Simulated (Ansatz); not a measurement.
Response to strain in InAgTe2

Consider InAgTe₂ in the chalcopyrite structure (space group I-42d, No. 122; a = 6.354 Å, c = 12.637 Å). Axes: x, y, z lie along a, b, c of the conventional cell.

Strains are applied to the cell and any free atomic positions relax; under biaxial strain the out-of-plane vector relaxes too.

Method: Kohn–Sham DFT with the LDA functional, run in Ansatz (a program for electronic structure) with PAW and 420 eV plane waves, without spin-orbit coupling.

Notes on the quantities. energy relative to the base: free energy F; pressure: mean of the normal stresses, compression positive.

```json
[
 {"change": "base", "volume per atom": "31.88 Å³", "energy relative to the base": "0 meV/atom", "pressure": "0.0 GPa"},
 {"change": "biaxial strain −3.00 %, plane normal [001], relaxed out of plane", "volume per atom": "31.24 Å³", "energy relative to the base": "+8.5 meV/atom", "pressure": "1.0 GPa"},
 {"change": "biaxial strain −2.25 %, plane normal [001], relaxed out of plane", "volume per atom": "31.42 Å³", "energy relative to the base": "+4.7 meV/atom", "pressure": "0.7 GPa"},
 {"change": "biaxial strain −1.50 %, plane normal [001], relaxed out of plane", "volume per atom": "(withheld)", "energy relative to the base": "(withheld)", "pressure": "(withheld)"}
]
```

**Question.** Complete the table.

**Answer.** 
- biaxial strain −1.50 %, plane normal [001], relaxed out of plane, volume per atom: 31.58 Å³
- biaxial strain −1.50 %, plane normal [001], relaxed out of plane, energy relative to the base: +2.1 meV/atom
- biaxial strain −1.50 %, plane normal [001], relaxed out of plane, pressure: 0.5 GPa

A case with no gap was solved on a k-mesh chosen for an insulator, which is coarse for it. Stability against distortions was not tested. The final runs are not spin-polarised.
